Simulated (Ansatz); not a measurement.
An Ansatz (a first-principles code) run: MoS2 with a change (S → P); PBEsol-D3(BJ), PAW, 420 eV (Ansatz; no SOC).

Input:

Ansatz 0.2 input:
```yaml
crystal:
  lattice:
    - [1.5030919305, 0.8678105307, 5.2502235766]
    - [-1.5030919305, 0.8678105307, 5.2502235766]
    - [0, -1.7356210614, 5.2502235766]
  atoms:
    - { symbol: Mo, position: [0.0012552184, 0.0012552184, 0.0012552184] }
    - { symbol: P, position: [0.7755977392, 0.7755977392, 0.7755977392] }
    - { symbol: P, position: [0.5564470423, 0.5564470423, 0.5564470423] }
basis: { ecutwfc: 420, ecutrho_ratio: 4, xc_grid: 2, fft_grid_basis: typed }
kpoints: { mp_grid: { grid: [18, 18, 18] } }
hamiltonian:
  xc: pbesol
  dispersion: d3bj
  pseudopotentials: { kind: paw }
scf: { occupations: { method: fermi_dirac, width: 0.05 }, convergence: { dr2_threshold: 0.0000000003 } }
output: { forces: true, stress: true }
checkpoint: { write: state.ck, write_every: 1000 }
```

Output (explanatory and most iteration lines left out):

```
Pseudopotential: Mo, paw, valence charge 14
Pseudopotential: P, paw, valence charge 5
Crystal: 3 atoms, lattice volume = 41.090 Å³
Basis set: ecut = 420 eV, 791 PW (Γ), exchange–correlation on 80×80×80 points (8 copies of the dense FFT grid, shifted against one another)
Bands: 16, of which v1, the nominal top of the filled ones, is band 12 counted from 1 (11 counted from 0)
Symmetry: 6 space group operations
Space group: R3m (ITA 160), of the structure as read, at distance tolerance 3.5e-5 Å
k-points: 580 of 5832 (time reversal used)
Functional: x = pbesol(κ = 0.804, μ = 0.12345679012345678), c = pbesol(β = 0.046)
SCF iter   1: F=—  HF=-6379.663301 eV  |F-HF|=—  |Δ(HF+E_count)|=         —  Δρ=1.05e-2  dr2=5.76e-2  ethr=1.77e-3  ⟨swp⟩=5.6  Hψ=52906  notcnv=0
SCF iter   2: F=—  HF=-6379.656818 eV  |F-HF|=—  |Δ(HF+E_count)|=   6.48e-3  Δρ=5.57e-3  dr2=1.67e-2  ethr=2.40e-4  ⟨swp⟩=1.0  Hψ=13934  notcnv=0
SCF 1 converged in 7 iterations: F = -6379.654391 eV  dr2 = 1.60e-10
SCF converged after 7 iterations
Free energy (F): -6379.654391 eV
Internal energy: -6379.648317 eV  (E = F + TS)
E sigma→0 (E₀):  -6379.651354 eV
Entropy (-TS):   -0.006074 eV (-2.025 meV/atom)
Fermi energy:    15.606066 eV
  E_disp       = -1.604444  (pairwise vdW)
--- Forces (eV/Å), atoms counted from 1 ---
  atom   1  Mo     0.00000000    -0.00000000     0.00017254
  atom   2  P      0.00000000    -0.00000000    -0.00011258
  atom   3  P     -0.00000000     0.00000000    -0.00006153
--- Stress (GPa, compression-positive) ---
        0.000413       0.000000       0.000000
        0.000000       0.000413       0.000000
        0.000000       0.000000       0.000102
  P = ⅓ Tr σ = 0.0003 GPa (0.003 kbar)
```

No phonon test of stability was made. All final runs are without spin polarisation. The cell was made from MoS2 by this change: S → P; the result is a hypothetical phase, not in the database extracts checked.
